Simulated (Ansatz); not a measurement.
Worked example: relaxation of cell and atoms of Pb (Fm-3m, 1 atom in the cell) in Ansatz (a program for electronic structure).

Level of theory: PBE (plane waves, PAW; Ansatz).

```xyz
1
Lattice="0.0000 2.5232 2.5232 2.5232 0.0000 2.5232 2.5232 2.5232 0.0000" Properties=species:S:1:pos:R:3 pbc="T T T"
Pb     0.0000     0.0000     0.0000
```

Reference input (self-consistent single point, DFT, PBE, plane waves, default PAW files): basis.ecutwfc = 420 eV; kpoints.mp_grid.grid = 11 11 11; hamiltonian.xc = pbe; hamiltonian.pseudopotentials = {kind: paw} (the program's default PAW files); scf.occupations.method = fermi_dirac; scf.occupations.width = 0.05 eV. This run's input differs from it in these lines:

```diff
@@ -17,2 +17,4 @@
   occupations: { method: fermi_dirac, width: 0.05 }
+relax:
+  cell: {}
 output:
```

Log, with long lists cut:

```
   [... SCF lines of the steps left out ...]
relax step   1: F+E_penalty+E_count = -11906.41776030 eV  Δ(F+E_penalty+E_count) = +0.000e0 eV  max|allowed force component| = 0.000e0 eV/Å  Δτ_max = 0.0000 Å  P = -0.339 GPa  Ω = 32.128 Å³  (6 SCF iters, dr2 threshold 1.00e-7 eV, accepted)
relax step   2: F+E_penalty+E_count = -11906.41808854 eV  Δ(F+E_penalty+E_count) = -3.282e-4 eV  max|allowed force component| = 0.000e0 eV/Å  Δτ_max = 0.0000 Å  P = -0.031 GPa  Ω = 31.876 Å³  energy of the carried Pulay correction = +3.476e-5 eV  (3 [...]
relax step   3: F+E_penalty+E_count = -11906.41804982 eV  Δ(F+E_penalty+E_count) = +3.872e-5 eV  max|allowed force component| = 0.000e0 eV/Å  Δτ_max = 0.0000 Å  P = -0.032 GPa  Ω = 31.876 Å³  stress off target by 3.18e-2 GPa  SCF on the basis [...]
basis re-selected at this cell: Δ(F+E_penalty+E_count) = +3.872e-5 eV, ΔP = -0.001 GPa vs the last step
Stability not checked: this state was not tested for a lower state beside it, because too few of the mixer's solves of this state at the end of the SCF gave a …
Free energy (F): -11906.418050 eV
Internal energy: -11906.415146 eV  (E = F + TS)
E sigma→0 (E₀):  -11906.416598 eV
Entropy (-TS):   -0.002903 eV (-2.903 meV/atom)
Fermi energy:    10.263230 eV
--- Forces (eV/Å), atoms counted from 1 ---
  atom   1  Pb    -0.00000000    -0.00000000    -0.00000000
   [... lines left out ...]
to start a new deck from the relaxed geometry:
  cell:  # Å, volume = 31.8756 Å³
    - [5.095372032895589e-35, 2.516573875381701, 2.516573875381701]
    - [2.516573875381701, 1.7833802115134561e-34, 2.516573875381701]
    - [2.516573875381701, 2.516573875381701, -1.7833802115134566e-34]
  atoms:
    - { symbol: Pb, position: [0.0, 0.0, 0.0] }
```

The run converged. 

Summary of the result:
| Property | Value |
|---|---|
| Free energy E − TS (on the zero of these files) | -11906.4180 eV |
| Fermi level (on the code's own zero) | 10.26 eV |
| Pressure | -0.03 GPa |
| Final cell | a = 3.559 Å, b = 3.559 Å, c = 3.559 Å, α = 60.00°, β = 60.00°, γ = 60.00° |
| Final volume per atom | 31.88 Å³ |
| Relaxation steps | 3 |

The starting cell comes from a database of computed structures (which also holds hypothetical and non-ambient phases and stackings), without a prior relaxation at this level. Its lattice was rescaled by a random factor within 2.5 % of one. The relaxation keeps the symmetry of its start, so its end need not be a minimum. Ansatz's pressure includes its estimate of the finite-basis (Pulay) stress.

Keys are those of Ansatz 0.2.
